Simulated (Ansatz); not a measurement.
Here is the system:

```
ZnS
1.0
    0.00000     2.62438     2.74243
    2.62438     0.00000     2.74243
    2.62438     2.62438     0.00000
Zn S
1 1
Direct
  0.00000   0.00000   0.00000
  0.25000   0.25000   0.25000
```

These are r2SCAN with spin-orbit coupling, rigid bands (plane waves, PAW; Ansatz, an electronic-structure program) values and carry that method's errors. Condition of this run: biaxial stress in (001) of 2 GPa (compression positive) (the target of the relaxation). Geometry: cell and atoms relaxed with PBEsol, then loaded as said.

**Question.** Predict the hole conductivity mass (n e² τ/σ) at 300 K, by direction if it differs.

**Answer.** 0.64 (x), 0.64 (y), 0.77 (z) mₑ.

**Question.** Predict the electron conductivity mass (n e² τ/σ) at 300 K, by direction if it differs.

**Answer.** 0.21 mₑ.

**Question.** And the band gap?

**Answer.** 2.79 eV at this level; semilocal functionals usually fall short of the measured gap.

Rigid bands, one relaxation time for all states, no polarons. Geometry: cell and atoms relaxed with PBEsol.
